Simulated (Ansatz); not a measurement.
Take BP in the zinc blende structure (space group F-43m, No. 216; a = 4.537 Å) as the base.

Structures relaxed with Ansatz (a quantum-chemistry and plane-wave program) r2SCAN, scalar-relativistic without spin-orbit coupling.

Base:

Simulated powder pattern, Co Kα, λ = 1.79026 Å (kinematic, ideal powder, no thermal factors, no anomalous dispersion; the 10 strongest lines at most, above 2 %, up to 2θ = 90°):

```
2θ (°)  I/Imax (%)    hkl
------  ----------  -----
39.97          100  (111)
46.49           25  (200)
67.85           42  (220)
81.75           36  (311)
86.24          6.2  (222)
```

After one change:

Simulated powder pattern, Co Kα, λ = 1.79026 Å (kinematic, ideal powder, no thermal factors, no anomalous dispersion; the 10 strongest lines at most, above 2 %, up to 2θ = 90°):

| 2θ (°) | I/Imax (%) |
|---|---|
| 41.26 | 100 |
| 48.01 | 25 |
| 70.25 | 41 |
| 84.86 | 37 |
| 89.60 | 6.4 |

Task: Name the change that was made.
A. isotropic strain −2.00 %
B. isotropic strain −3.00 %
C. isotropic strain −2.50 %
D. isotropic strain −1.00 %

Result: B, isotropic strain −3.00 %. Its volume per atom is 10.65 Å³ against 11.67 Å³, and its space group is F-43m (No. 216).

Stability against distortions was not tested.
